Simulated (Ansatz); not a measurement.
Base system: Tl in the hcp (Mg type) structure (space group P6_3/mmc, No. 194).

```
Tl
1.0
    3.51952     0.00000     0.00000
   -1.75976     3.04800     0.00000
    0.00000     0.00000     5.60222
Tl
2
Direct
  0.33333   0.66667   0.75000
  0.66667   0.33333   0.25000
```

Cartesian axes are those of the cell as printed.

Computed with r2SCAN (Ansatz, a first-principles code; PAW; 500 eV plane waves; no spin-orbit coupling).

One thing is altered: a free-standing slab of 5 layers (5 atoms, 1 a layer) is cut normal to the z axis, with 15 Å of vacuum and the in-plane cell held at bulk.

### Question
How does this affect the excess energy per area of both faces, change of the spacing d23 from its bulk value of 2.801 Å and change of the spacing d12 from its bulk value of 2.801 Å?

### Answer
The excess energy per area of both faces (slab less bulk energy over the cell's area: twice a surface energy) comes out as 0.7 J/m² (uncertain by up to 0.07 J/m²); the change of the spacing d23 from its bulk value of 2.801 Å is -2.5 %; the change of the spacing d12 from its bulk value of 2.801 Å comes out as -0.9 %.

Slab and bulk use different k-meshes, which limits the precision of the excess energy. Whether these cells are dynamically stable was not tested.
